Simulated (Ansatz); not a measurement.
For Bi₂O₂Te (within 0.1 Å of I4/mmm, No. 139, 5 atoms in the cell; start mp-755419), LDA (Ansatz, an electronic-structure program, PAW) gives:

```
Quantity               Result
---------------  ------------
bulk modulus B0      83.4 GPa
cohesive energy  4.66 eV/atom
```

**Question.** What does PBEsol in Ansatz (PAW) give for the same quantities?

**Answer.** 
- bulk modulus: 77.9 GPa (decreases by 6.6 %)
- cohesive energy: 4.03 eV/atom (decreases by 0.63 eV/atom)

Changes are worked out from the printed values.

Unless a cell is named, each level is at its own relaxed cell (LDA 19.37, PBEsol 19.87 Å³/atom).

Levels without +SOC leave out spin–orbit coupling, which shifts energies and cells of such heavy elements.

Caveats: the bulk modulus is −V dP/dV from two relaxed cells at ±2 % in volume (LDA, PBEsol); the relaxation could not lower the start's symmetry, so the cell can be a saddle point above a distorted one (LDA, PBEsol). Ansatz's density-functional and Hartree–Fock values are scalar-relativistic unless marked +SOC, with PAW data made under PBE.

A start named mp-… is a Materials Project structure, which need not be a measured phase.
